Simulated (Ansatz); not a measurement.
Structure of amorphous Hf18O38Ce (periodic cell):

```yaml
crystal:
  lattice:
    - [8.94488, 0.05486, -0.16259]
    - [0.05486, 9.06227, 0.02390]
    - [-0.16259, 0.02390, 8.99925]
  atoms:
    - { symbol: Hf, position: [0.22242, 0.56723, 0.03688] }
    - { symbol: Hf, position: [0.65980, 0.56608, 0.52683] }
    - { symbol: Hf, position: [0.05046, 0.91484, 0.60953] }
    - { symbol: Hf, position: [0.15828, 0.31995, 0.38067] }
    - { symbol: Hf, position: [0.29017, 0.75517, 0.40266] }
    - { symbol: Hf, position: [0.61822, 0.49237, 0.87008] }
    - { symbol: Hf, position: [0.40130, 0.84319, 0.73501] }
    - { symbol: Hf, position: [0.63407, 0.14542, 0.94329] }
    - { symbol: Hf, position: [0.50089, 0.04672, 0.35408] }
    - { symbol: Hf, position: [0.89882, 0.81685, 0.95885] }
    - { symbol: Hf, position: [0.27987, 0.93617, 0.07377] }
    - { symbol: Hf, position: [0.61262, 0.70070, 0.16456] }
    - { symbol: Hf, position: [0.49739, 0.38163, 0.26633] }
    - { symbol: Hf, position: [0.92219, 0.00319, 0.27144] }
    - { symbol: Hf, position: [0.28035, 0.21316, 0.79798] }
    - { symbol: Hf, position: [0.80389, 0.22315, 0.57995] }
    - { symbol: Hf, position: [0.94514, 0.61312, 0.32229] }
    - { symbol: Hf, position: [0.99199, 0.28612, 0.00674] }
    - { symbol: O, position: [0.73087, 0.05968, 0.38935] }
    - { symbol: O, position: [0.48855, 0.52855, 0.06780] }
    - { symbol: O, position: [0.86114, 0.66710, 0.53248] }
    - { symbol: O, position: [0.27758, 0.40459, 0.20457] }
    - { symbol: O, position: [0.90514, 0.90843, 0.76251] }
    - { symbol: O, position: [0.21844, 0.74435, 0.62639] }
    - { symbol: O, position: [0.81063, 0.04080, 0.04367] }
    - { symbol: O, position: [0.70107, 0.69245, 0.95707] }
    - { symbol: O, position: [0.37808, 0.22996, 0.40032] }
    - { symbol: O, position: [0.23611, 0.01568, 0.68948] }
    - { symbol: O, position: [0.18330, 0.13272, 0.98244] }
    - { symbol: O, position: [0.21213, 0.33277, 0.61161] }
    - { symbol: O, position: [0.46529, 0.88469, 0.51603] }
    - { symbol: O, position: [0.24330, 0.71999, 0.18910] }
    - { symbol: O, position: [0.72418, 0.53935, 0.28949] }
    - { symbol: O, position: [0.99087, 0.09670, 0.49353] }
    - { symbol: O, position: [0.62735, 0.34957, 0.47065] }
    - { symbol: O, position: [0.02091, 0.19969, 0.22142] }
    - { symbol: O, position: [0.68058, 0.12563, 0.72713] }
    - { symbol: O, position: [0.47754, 0.31701, 0.84847] }
    - { symbol: O, position: [0.76168, 0.45053, 0.70136] }
    - { symbol: O, position: [0.54295, 0.19570, 0.16057] }
    - { symbol: O, position: [0.47597, 0.61721, 0.37030] }
    - { symbol: O, position: [0.04434, 0.83148, 0.39091] }
    - { symbol: O, position: [0.03519, 0.65063, 0.88969] }
    - { symbol: O, position: [0.51399, 0.89569, 0.17693] }
    - { symbol: O, position: [0.01171, 0.49024, 0.13272] }
    - { symbol: O, position: [0.17388, 0.39710, 0.89460] }
    - { symbol: O, position: [0.28208, 0.97466, 0.29829] }
    - { symbol: O, position: [0.52885, 0.63949, 0.70171] }
    - { symbol: O, position: [0.82592, 0.78698, 0.20207] }
    - { symbol: O, position: [0.44336, 0.01560, 0.89190] }
    - { symbol: O, position: [0.05692, 0.90575, 0.08995] }
    - { symbol: O, position: [0.32003, 0.75577, 0.92525] }
    - { symbol: O, position: [0.15236, 0.55414, 0.42009] }
    - { symbol: O, position: [0.76108, 0.34115, 0.98141] }
    - { symbol: O, position: [0.96548, 0.26230, 0.76680] }
    - { symbol: O, position: [0.94339, 0.38875, 0.46319] }
    - { symbol: Ce, position: [0.03690, 0.49854, 0.67867] }
```

Methods: PBE, scalar-relativistic without spin-orbit coupling (Ansatz, a first-principles code); r2SCAN, scalar-relativistic without spin-orbit coupling (Ansatz); HSE06, scalar-relativistic without spin-orbit coupling (Ansatz). Neutral PBE cell, which sets geometry, pressure and energy: sampling: a 2×2×2 Γ-centred mesh; Fermi-Dirac width 0.01 eV; collinear spin, started from moments on atoms; no Hubbard U, moments started parallel, and no other order was tried. Exact exchange is cut at the faces of this 9 Å cell, which leaves hybrid gaps a finite-size error.

The cell was made by melting and quenching with the CHGNet potential and then relaxed with DFT. O atoms were pushed apart under 1.9 Å during the dynamics, to hinder bonds among them. The hot cell started wider than the set density and was brought back towards it in steps. It is the lowest in DFT energy of 3 quenches. It is a model cell: composition and starting density were chosen by hand, and all elements were melted together. No dispersion term was used. Its density started from a set value of 8.86 and ended at 9.02 g/cm³. Cooling (nominally 380 K/ps over its main leg) ran many orders faster than in experiment, which tends to leave more defects and strain. Values belong to this one cell and scatter from quench to quench. Volume and shape were free in the relaxation.

### Question
Give the pressure, the energy against reference phases and the spacing of the highest filled and lowest empty levels.

### Answer

```json
{
 "Pressure on a 2×2×2 Γ-centred mesh": "0.02 GPa",
 "Largest force and stress component on that mesh (the relaxation ran on the zone centre alone)": "0.09 eV/Å and 0.1 GPa",
 "Energy relative to HfO2 (P2_1/c) + ceria (lowest mix at this level among the phases computed, not always the ambient ones)": "0.181 eV/atom",
 "Gap between localised states on a 2×2×2 Γ-centred mesh (PBE)": "1.34 eV",
 "Gap between localised states at the zone centre (PBE)": "1.37 eV",
 "Gap between localised states at the zone centre (r2SCAN)": "1.61 eV",
 "Gap between localised states at the zone centre (HSE06)": "2.96 eV",
 "Distance between the nearest levels spread over more than a fifth of the atoms or a third of the atoms of their main element (six at least) (PBE, zone centre)": "4.31 eV",
 "net_moment": "0.00 μB"
}
```

### Question
At PBE and the zone centre, how localised are the states just below and above the Fermi level (participation number: the atoms over which a state spreads)?

### Answer
The highest filled state is spread over 9.3 atoms' worth, largest on O55, with weights by element (charge in smoothed Voronoi cells) O 0.94, Hf 0.04, Ce 0.02. The lowest empty state is spread over 1.1 atoms' worth, largest on Ce57, with weights by element (charge in smoothed Voronoi cells) Ce 0.95, O 0.04, Hf 0.01.

At PBE the levels at both edges of the gap are localised (band-tail or defect states), and the nearest spread-out levels lie 4.3 eV apart at the zone centre.

Cut-offs for bonds: Hf-Hf 3.34 Å, Hf-O 2.58 Å, Hf-Ce 3.92 Å, O-O 1.58 Å, O-Ce 2.97 Å, Ce-Ce 4.49 Å. Two cations that share two anions don't count as bonded, nor two that share one unless they lie closer than Hf-Hf 3.25 Å, Hf-Ce 3.81 Å, Ce-Ce 4.37 Å.

Added carriers, by PBE, scalar-relativistic without spin-orbit coupling run with Ansatz on the zone centre alone. Charged cells keep the cell fixed and stand in a uniform background, with no image correction, at a width of 0.01 eV; where the count is odd the moment is locked at 1 μB, unless the neutral cell bore moments. Each starts from the undistorted neutral geometry alone. PBE's self-interaction favours spread-out carriers, so it can miss traps that a hybrid finds.

### Question
What happens at PBE when the cell takes an extra electron and the atoms relax?

### Answer
Relaxation lowers the charged cell by 0.43 eV. The largest moves are O43 0.16 Å, Ce57 0.13 Å, O21 0.12 Å, O55 0.08 Å. The level that holds the added charge spreads over 1.2 atoms' worth, most on Ce57 (weight 0.93): a localised (trapped) carrier, which neighbours of that atom can share. No bond crosses its cut-off with a change of over 0.15 Å (metal-metal contacts aside). Made neutral again at that geometry, the cell lies +0.41 eV from the neutral start.

### Question
What happens at PBE when the cell takes a hole and the atoms relax?

### Answer
Relaxation lowers the charged cell by 0.22 eV. The largest moves are O37 0.28 Å, Hf16 0.17 Å, O55 0.16 Å, O30 0.15 Å. The level that was emptied spreads over 3.6 atoms' worth, most on O55 (weight 0.44): a localised (trapped) carrier, which neighbours of that atom can share. No bond crosses its cut-off with a change of over 0.15 Å (metal-metal contacts aside). Made neutral again at that geometry, the cell lies +0.75 eV from the neutral start.
